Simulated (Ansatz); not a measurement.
# Mo: uniaxial strain ε_zz = +3.00 %

Base system: Mo in the bcc (W type) structure (space group Im-3m, No. 229; a = 3.130 Å; relaxed with 0.1 eV smearing). Axes: x, y, z lie along the cube axes.

The change: the cell is stretched by 3.00 % along z with no lateral relaxation; the atoms relax in the strained cell.

Method: PBEsol (Ansatz, a quantum-chemistry and plane-wave program, PAW, no spin-orbit coupling). Settings: 29×29×29 k-points, 0.1 eV Fermi–Dirac smearing.

Space group: I4/mmm (No. 139) (base Im-3m (No. 229))
Shortest interatomic distance: 2.738 Å (base 2.711 Å)
Energy relative to the base (free energy F): +20 meV/atom
Pressure (mean of the normal stresses, compression positive): -7.7 GPa (base 0.0 GPa)
Band gap: zero (base zero)
Stress (xx, yy, zz, yz, xz, xy; compression positive): (-4.8, -4.8, -13.4, 0.0, 0.0, 0.0) GPa

Cost of the whole job for the changed cell (relaxation, final SCF and bands): about 27 core-seconds (a rough figure).

No phonon test of stability was made. All final runs are without spin polarisation.
